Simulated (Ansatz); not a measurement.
CdS under load (space group P6_3mc), r2SCAN with spin-orbit coupling, rigid bands (Ansatz, a first-principles code). Condition of this run: uniaxial stress along c of -1.6 GPa (compression positive) (the target of the relaxation). Band gap 1.59 eV, N_c = 1.75e18 cm⁻³ and N_v = 4.05e19 cm⁻³ at 300 K, conductivity masses along x (a = (4.09, 0.00, 0.00) Å; b = (-2.05, 3.54, 0.00) Å; c = (0.00, 0.00, 6.87) Å) of 0.179 mₑ (electrons) and 1.05 mₑ (holes). Take k_BT = 0.02585 eV.

Problem. What built-in voltage has an abrupt junction with N_A = 1e17 and N_D = 1e17 cm⁻³, all dopants ionised?

Solution. V_bi = E_g/e − (k_BT/e) ln(N_c N_v/(N_A N_D)) = 1.59 − 0.02585 × 8.87 = 1.36 V, for the computed gap.

Problem. Find the intrinsic carrier density and the intrinsic Fermi level.

Solution. n_i = √(N_c N_v) exp(−E_g/2k_BT) = 8.42e18 × exp(−30.75) = 3.7e5 cm⁻³. The level lies (k_BT/2) ln(N_v/N_c) = 41 meV from mid-gap (positive towards the conduction band). Each 0.1 eV added to the gap lowers n_i by a factor of 6.9.

Problem. A film of it is 3 nm thick, with its normal along the direction named. Estimate the confinement energies in an infinite well.

Solution. ħ²π²/(2m t²) = 0.376 eV·nm²/(m/mₑ × t²) gives 233 meV for electrons and 39.8 meV for holes, so the gap would widen to about 1.86 eV. Finite barriers and nonparabolic bands lower this, and with several valleys or bands the heaviest mass along the normal sets the lowest level, not this average.

Rigid bands with the computed gap; masses take one relaxation time for all states. Geometry: cell and atoms relaxed with PBEsol.
